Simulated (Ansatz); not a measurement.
**Worked example: self-consistent single point of LiLaO₂ (P2_1/c, 16 atoms in the cell) in Ansatz (a first-principles code)**

Method of the run: PBEsol, default PAW files made with PBE (plane waves; Ansatz).

The input file:

Ansatz 0.2 input:
```yaml
# LiLaO2
crystal:
  lattice:
    - [5.926890, 0.000000, 0.000000]
    - [0.000000, 6.239230, 0.000000]
    - [-1.315804, 0.000000, 5.746440]
  atoms:
    - { symbol: Li, position: [0.345080, 0.361140, 0.327020] }
    - { symbol: Li, position: [0.654920, 0.638860, 0.672980] }
    - { symbol: Li, position: [0.654920, 0.861140, 0.172980] }
    - { symbol: Li, position: [0.345080, 0.138860, 0.827020] }
    - { symbol: La, position: [0.799990, 0.431560, 0.194220] }
    - { symbol: La, position: [0.200010, 0.568440, 0.805780] }
    - { symbol: La, position: [0.200010, 0.931560, 0.305780] }
    - { symbol: La, position: [0.799990, 0.068440, 0.694220] }
    - { symbol: O, position: [0.087060, 0.239370, 0.013370] }
    - { symbol: O, position: [0.912940, 0.760630, 0.986630] }
    - { symbol: O, position: [0.912940, 0.739370, 0.486630] }
    - { symbol: O, position: [0.087060, 0.260630, 0.513370] }
    - { symbol: O, position: [0.571820, 0.367820, 0.791680] }
    - { symbol: O, position: [0.428180, 0.632180, 0.208320] }
    - { symbol: O, position: [0.428180, 0.867820, 0.708320] }
    - { symbol: O, position: [0.571820, 0.132180, 0.291680] }
kpoints:
  mp_grid: { grid: [4, 4, 4] }
hamiltonian:
  xc: pbesol
  pseudopotentials: { kind: paw }
scf:
  occupations: { method: fermi_dirac, width: 0.05 eV }
output:
  forces: true
  eigenvalues: true
  stress: true
```

Output (repeated stretches shortened):

```
WARN basis.ecutwfc = 420 eV, the default
WARN ansatz: RAYON_NUM_THREADS=1 ignored (pool sized by the plan → 1); use --threads N
Pseudopotentials: kind: paw
Pseudopotential: Li, paw, valence charge 3
Pseudopotential: La, paw, valence charge 11
Pseudopotential: O, paw, valence charge 6
Crystal: 16 atoms, lattice volume = 212.499 Å³
Basis set: ecut = 420 eV, 4151 PW (Γ), exchange–correlation on 80×90×80 points (8 copies of the dense FFT grid, shifted against one another)
Bands: 68, of which v1, the nominal top of the filled ones, is band 52 counted from 1 (51 counted from 0)
Symmetry: 4 space group operations
Space group: P21/c (ITA 14), of the structure as read, at distance tolerance 6.0e-5 Å
k-points: 30 of 64
PAW frozen core: La, regenerated for the run's functional, and the local potential with it
PAW frozen core: O, regenerated for the run's functional, and the local potential with it
Initial density: superposition of atomic densities (neutral atoms: chi_scale 0, normalization atom), corrected by the library's trained network
Initial wavefunctions: pseudopotential atomic-orbital guess
Eigensolver: davidson
Functional: x = pbesol(κ = 0.804, μ = 0.12345679012345678), c = pbesol(β = 0.046)
SCF iter   1: F=—  HF=-29969.119869 eV  |F-HF|=—  |Δ(HF+E_count)|=         —  Δρ=1.50e-2  dr2=4.37e-1  ethr=1.77e-3  ⟨swp⟩=6.5  Hψ=8638  notcnv=0
all-band conjugate gradients solve this SCF's bands
preconditioner: auto → Resta (q_TF=auto, 2.422 Å⁻¹)
SCF iter   2: F=—  HF=-29969.033868 eV  |F-HF|=—  |Δ(HF+E_count)|=   8.60e-2  Δρ=5.34e-3  dr2=4.29e-2  ethr=4.20e-4  ⟨swp⟩=3.1  Hψ=4340  notcnv=0  defer=343
SCF iter   3: F=—  HF=-29969.025026 eV  |F-HF|=—  |Δ(HF+E_count)|=   8.84e-3  Δρ=1.36e-3  dr2=3.25e-3  ethr=4.12e-5  ⟨swp⟩=3.0  Hψ=2918  notcnv=0  defer=343
SCF iter   4: F=—  HF=-29969.025314 eV  |F-HF|=—  |Δ(HF+E_count)|=   2.87e-4  Δρ=3.10e-4  dr2=2.01e-4  ethr=3.13e-6  ⟨swp⟩=2.8  Hψ=3438  notcnv=0  defer=343
SCF iter   5: F=—  HF=-29969.025370 eV  |F-HF|=—  |Δ(HF+E_count)|=   5.59e-5  Δρ=3.06e-4  dr2=1.75e-4  ethr=1.93e-7  ⟨swp⟩=2.0  Hψ=3017  notcnv=0  defer=343
SCF iter   6: F=—  HF=-29969.025341 eV  |F-HF|=—  |Δ(HF+E_count)|=   2.88e-5  Δρ=4.21e-5  dr2=3.91e-6  ethr=1.68e-7  ⟨swp⟩=2.0  Hψ=2456  notcnv=0  defer=343
SCF iter   7: F=—  HF=-29969.025362 eV  |F-HF|=—  |Δ(HF+E_count)|=   2.17e-5  Δρ=1.59e-5  dr2=5.89e-7  ethr=3.76e-9  ⟨swp⟩=2.0  Hψ=3293  notcnv=0  defer=333
SCF iter   8: F=-29969.025363 eV  HF=-29969.025363 eV  |F-HF|=8.23e-9  |Δ(HF+E_count)|=   3.77e-7  Δρ=2.71e-6  dr2=1.85e-8  ethr=9.62e-11  ⟨swp⟩=14.6  Hψ=11168  notcnv=0
SCF 1 converged in 8 iterations: F = -29969.025363 eV  dr2 = 1.85e-8
SCF converged after 8 iterations
Free energy (F): -29969.025363 eV
Harris-Foulkes:  -29969.025363 eV  (|F-HF|=8.23e-9)
Internal energy: -29969.025363 eV  (E = F + TS)
E sigma→0 (E₀):  -29969.025363 eV
Fermi energy:    10.116937 eV
--- Per-component energies (eV) ---
  E_band       = -363.079597
  E_kinetic    = 2256.325369
  E_local      = -4097.769220  (includes V_loc(G=0)·N_el)
  E_nonlocal   = 645.193750
  E_hartree    = 1414.529570
  E_xc         = -1186.473828
  E_vxc        = -1402.201976  (∫ρ·V_xc dr)
  E_paw        = -22612.797002  (= ΣΔE_a)
  E_vpaw       = -593.703944  (= ΣTr[D̂ρ^β])
  E_aug_tail   = 0.019377  (compensation charges beyond the density's cutoff)
  E_ewald      = -6389.013720
  E_core_change = 0.960341  (= ΣΔE_core)
  E_smearing   = -0.000000  (= −TS)
  E_closure    = 0.000000  (closes the sum)
  Σ components = -29969.025363   (vs F -29969.025363, Δ=0.00e0)
--- Forces (eV/Å), atoms counted from 1 ---
  atom   1  Li    -0.02454829    -0.00248888    -0.07717331
  atom   2  Li     0.02454829     0.00248888     0.07717331
  atom   3  Li     0.02454829    -0.00248888     0.07717331
  atom   4  Li    -0.02454829     0.00248888    -0.07717331
  atom   5  La    -0.01177099    -0.05579216    -0.01690486
  atom   6  La     0.01177099     0.05579216     0.01690486
  atom   7  La     0.01177099    -0.05579216     0.01690486
  atom   8  La    -0.01177099     0.05579216    -0.01690486
  atom   9  O     -0.07324364     0.01023382    -0.00738526
  atom  10  O      0.07324364    -0.01023382     0.00738526
  atom  11  O      0.07324364     0.01023382     0.00738526
  atom  12  O     -0.07324364    -0.01023382    -0.00738526
  atom  13  O     -0.00227442     0.02401834     0.10023747
  atom  14  O      0.00227442    -0.02401834    -0.10023747
  atom  15  O      0.00227442     0.02401834    -0.10023747
  atom  16  O     -0.00227442    -0.02401834     0.10023747
  max |Σ_I F_I| component: 3.47e-18 eV/Å
--- Stress (GPa, compression-positive) ---
       -4.707956      -0.000000      -0.037706
       -0.000000      -5.083522      -0.000000
       -0.037706      -0.000000      -4.487236
  P = ⅓ Tr σ = -4.7596 GPa (-47.596 kbar)
  The stress holds the Pulay correction. Without it, at fixed plane waves, as pw.x and ABINIT print it: P = -5.2346 GPa
--- Band table (eV; the first three rows and the last of 30) ---
  k-point 0: bands = ["-34.4974", "-34.4917", "-34.4910", "-34.4884", "-21.6307", "-21.4463", "-21.4461", "-21.4117", "-8.7940", "-8.6625", "-8.5765", "-7.9099", "-7.6387", "-7.5573", "-7.3886", "-7.2692", "-5.6060", "-5.4671", "-5.3885", "-5.2858", [...]
  k-point 1: bands = ["-34.4966", "-34.4926", "-34.4906", "-34.4887", "-21.6015", "-21.4633", "-21.4441", "-21.4273", "-8.7250", "-8.5016", "-8.4596", "-8.0231", "-7.9018", "-7.7322", "-7.4371", "-7.3091", "-5.5239", "-5.4540", "-5.3058", "-5.2448", [...]
  k-point 2: bands = ["-34.4946", "-34.4946", "-34.4896", "-34.4896", "-21.5304", "-21.5304", "-21.4384", "-21.4384", "-8.4513", "-8.4513", "-8.2477", "-8.2477", "-8.0206", "-8.0206", "-7.4693", "-7.4693", "-5.4284", "-5.4284", "-5.2291", "-5.2291", [...]
  k-point 29: bands = ["-34.4945", "-34.4945", "-34.4897", "-34.4897", "-21.4939", "-21.4939", "-21.4757", "-21.4757", "-8.5807", "-8.5807", "-8.5328", "-8.5328", "-7.5754", "-7.5754", "-7.3785", "-7.3785", "-5.2928", "-5.2928", "-5.2872", [...]
```

The run converged in 8 iterations.

The starting cell comes from a database of computed structures (which also holds hypothetical and non-ambient phases and stackings), without a prior relaxation at this level. With a pressure of about -5 GPa the cell is away from its equilibrium volume at this level. Ansatz's pressure includes its estimate of the finite-basis (Pulay) stress.

Cost on one core of a shared machine: roughly 80 s.
